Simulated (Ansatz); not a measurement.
## Worked example: self-consistent single point of NbC (Fm-3m, 2 atoms in the cell) in Ansatz

Computed with PBE (plane waves, PAW; Ansatz, a program for electronic structure).

Input as run:

Ansatz 0.2 input:
```yaml
# NbC
crystal:
  lattice:
    - [0.000000, 2.228295, 2.228295]
    - [2.228295, 0.000000, 2.228295]
    - [2.228295, 2.228295, 0.000000]
  atoms:
    - { symbol: Nb, position_ang: [0.000000, 0.000000, 0.000000] }
    - { symbol: C, position_ang: [2.228295, 2.228295, 2.228295] }
basis:
  ecutwfc: 420.0
kpoints:
  mp_grid:
    grid: [13, 13, 13]
hamiltonian:
  xc: pbe
  pseudopotentials:
    kind: paw
scf:
  occupations:
    method: fermi_dirac
    width: 0.1
output:
  forces: true
  eigenvalues: true
  stress: true
```

The program printed (abridged):

```
WARN ansatz: RAYON_NUM_THREADS=1 ignored (pool sized by the plan → 1); use --threads N
Pseudopotentials: kind: paw
Pseudopotential: Nb, paw, valence charge 13
Pseudopotential: C, paw, valence charge 4
Crystal: 2 atoms, lattice volume = 22.128 Å³
Basis set: ecut = 420 eV, 411 PW (Γ), exchange–correlation on 48×48×48 points (8 copies of the dense FFT grid, shifted against one another)
Bands: 13, of which v1, the nominal top of the filled ones, is band 9 counted from 1 (8 counted from 0)
Symmetry: 48 space group operations
Space group: Fm-3m (ITA 225), of the structure as read, at distance tolerance 2.8e-5 Å
k-points: 84 of 2197
Initial density: superposition of atomic densities (neutral atoms: chi_scale 0, normalization atom), corrected by the library's trained network
Initial wavefunctions: pseudopotential atomic-orbital guess
Eigensolver: davidson
Functional: x = pbe(κ = 0.804, μ = 0.2195149727645171), c = pbe(β = 0.06672455060314922)
SCF iter   1: F=—  HF=-4804.322198 eV  |F-HF|=—  |Δ(HF+E_count)|=         —  Δρ=4.08e-3  dr2=4.56e-3  ethr=1.77e-3  ⟨swp⟩=5.1  Hψ=12812  notcnv=0  defer=21
all-band conjugate gradients solve this SCF's bands
automatic band count: the SCF goes on with 17 bands, as 13 were too few: the levels above may hold too much charge
preconditioner: auto → none
SCF iter   2: F=—  HF=-4804.321670 eV  |F-HF|=—  |Δ(HF+E_count)|=   5.28e-4  Δρ=3.04e-3  dr2=2.66e-3  ethr=2.68e-5  ⟨swp⟩=1.1  Hψ=2126  notcnv=0  defer=24
SCF iter   3: F=—  HF=-4804.321180 eV  |F-HF|=—  |Δ(HF+E_count)|=   4.90e-4  Δρ=6.31e-4  dr2=1.22e-4  ethr=1.57e-5  ⟨swp⟩=1.1  Hψ=1290  notcnv=0  defer=24
SCF iter   4: F=—  HF=-4804.321152 eV  |F-HF|=—  |Δ(HF+E_count)|=   2.88e-5  Δρ=8.14e-5  dr2=1.10e-6  ethr=7.17e-7  ⟨swp⟩=1.4  Hψ=1358  notcnv=0  defer=24
SCF iter   5: F=—  HF=-4804.321152 eV  |F-HF|=—  |Δ(HF+E_count)|=   9.38e-8  Δρ=2.24e-5  dr2=6.63e-8  ethr=6.46e-9  ⟨swp⟩=2.6  Hψ=1915  notcnv=0  defer=24
SCF iter   6: F=-4804.321152 eV  HF=-4804.321152 eV  |F-HF|=7.36e-10  |Δ(HF+E_count)|=   3.01e-8  Δρ=1.93e-6  dr2=9.60e-10  ethr=3.90e-10  ⟨swp⟩=5.3  Hψ=5521  notcnv=0
SCF 1 converged in 6 iterations: F = -4804.321152 eV  dr2 = 9.60e-10
SCF converged after 6 iterations
Free energy (F): -4804.321152 eV
Harris-Foulkes:  -4804.321152 eV  (|F-HF|=7.36e-10)
Internal energy: -4804.298547 eV  (E = F + TS)
E sigma→0 (E₀):  -4804.309849 eV
Entropy (-TS):   -0.022605 eV (-11.302 meV/atom)
Fermi energy:    18.974658 eV
--- Per-component energies (eV) ---
  E_band       = -29.907707
  E_kinetic    = 485.467599
  E_local      = -695.120985  (includes V_loc(G=0)·N_el)
  E_nonlocal   = 143.877188
  E_hartree    = 211.756503
  E_xc         = -225.492571
  E_vxc        = -275.087717  (∫ρ·V_xc dr)
  E_paw        = -3171.388329  (= ΣΔE_a)
  E_vpaw       = -112.556496  (= ΣTr[D̂ρ^β])
  E_aug_tail   = 0.000012  (compensation charges beyond the density's cutoff)
  E_ewald      = -1553.397962
  E_smearing   = -0.022605  (= −TS)
  E_closure    = -0.000000  (closes the sum)
  Σ components = -4804.321152   (vs F -4804.321152, Δ=0.00e0)
--- Forces (eV/Å), atoms counted from 1 ---
  atom   1  Nb    -0.00000000    -0.00000000     0.00000000
  atom   2  C      0.00000000     0.00000000     0.00000000
  max |Σ_I F_I| component: 3.62e-30 eV/Å
--- Stress (GPa, compression-positive) ---
        6.038188       0.000000       0.000000
       -0.000000       6.038188       0.000000
       -0.000000       0.000000       6.038188
  P = ⅓ Tr σ = 6.0382 GPa (60.382 kbar)
  The stress holds the Pulay correction. Without it, at fixed plane waves, as pw.x and ABINIT print it: P = 5.7958 GPa
--- Band table (eV; the first three rows and the last of 84) ---
  k-point 0: bands = ["-36.7353", "-12.4502", "-12.4502", "-12.4502", "5.4966", "17.6560", "17.6560", "17.6560", "18.7436", "18.7436", "18.7436", "19.3428", "19.3428", "26.7034", "28.9294", "41.3255", "41.3255"]
  k-point 1: bands = ["-36.7289", "-12.5033", "-12.4551", "-12.4551", "5.6483", "16.9993", "17.3340", "17.3340", "18.1296", "18.1296", "19.1092", "20.5782", "20.5782", "26.9786", "29.2950", "40.1441", "40.6601"]
  k-point 2: bands = ["-36.7114", "-12.6482", "-12.4686", "-12.4686", "6.0825", "15.8361", "16.2840", "16.2840", "18.4159", "18.4159", "19.5634", "22.2156", "22.2156", "27.6286", "30.2391", "38.2847", "38.9265"]
  k-point 83: bands = ["-36.5875", "-13.0201", "-12.9490", "-12.7482", "7.6631", "14.1092", "14.5488", "14.7373", "20.2034", "20.7777", "22.2966", "24.1221", "24.7810", "31.5932", "32.2564", "32.6366", "36.0005"]
```

The run converged in 6 iterations.

The starting cell has typed, rounded lattice constants, without a prior relaxation at this level. Its lattice was rescaled by up to half a per cent. Spin polarisation is off. With a pressure of about 6 GPa the cell is away from its equilibrium volume at this level. Ansatz's pressure includes its estimate of the finite-basis (Pulay) stress.
